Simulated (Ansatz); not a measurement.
**CdSe, response to strain**

The reference is CdSe in the wurtzite structure (space group P6_3mc, No. 186).

```yaml
crystal:
  lattice:
    - [4.38272, 0.00000, 0.00000]
    - [-2.19136, 3.79554, 0.00000]
    - [0.00000, 0.00000, 7.15447]
  atoms:
    - { symbol: Cd, position: [0.66667, 0.33333, 0.00047] }
    - { symbol: Cd, position: [0.33333, 0.66667, 0.50047] }
    - { symbol: Se, position: [0.66667, 0.33333, 0.62473] }
    - { symbol: Se, position: [0.33333, 0.66667, 0.12473] }
```

Cartesian axes are those of the cell as printed.

Strains are applied to the cell and any free atomic positions relax; under biaxial strain the out-of-plane vector relaxes too.

The values are results of PBE in Ansatz (plane waves to 420 eV, PAW, no spin-orbit coupling), not measurements.

```csv
"biaxial strain, plane normal [001], relaxed out of plane (%)",band gap (eV)
-4.42,0.42
-3.28,0.47
-2.15,?
-0.81,0.54
0,0.54
```

Question: Fit E_g = E₀ + Dε (ε in %) to the rows shown and predict the withheld row.

Answer: Least squares on the printed values gives E₀ = 0.55 eV, D = 27.7 meV per % of strain (largest residual 0.01 eV); this predicts 0.49 eV, and the run gives 0.51 eV, 0.02 higher.

No phonon test of stability was made.

Ansatz is a first-principles code.
